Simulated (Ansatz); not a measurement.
Consider Au in the fcc (Cu type) structure (space group Fm-3m, No. 225; a = 4.083 Å). Axes: x, y, z lie along the cube axes.

Level of theory: Ansatz (a first-principles code) PBEsol, without spin-orbit coupling.

Before the change:

| Item | Value |
|---|---|
| Shortest interatomic distance | 2.887 Å |

Now apply this change: uniaxial stress, 8 GPa tension along z; all other stress components relax to zero.

Q: What does the calculation give for the energy relative to the base and shortest interatomic distance after the change?

A: The energy goes up by 40 meV/atom; the shortest interatomic distance shrinks by 0.1197 Å to 2.768 Å.

Without a gap, meshes like the base's 20×20×20 leave anisotropic stresses uncertain by several tenths of a GPa, and small strain energies with them. Load acts through the strain it causes; cell and atoms are relaxed under it. Beyond what the load breaks, stability against distortions was not tested.
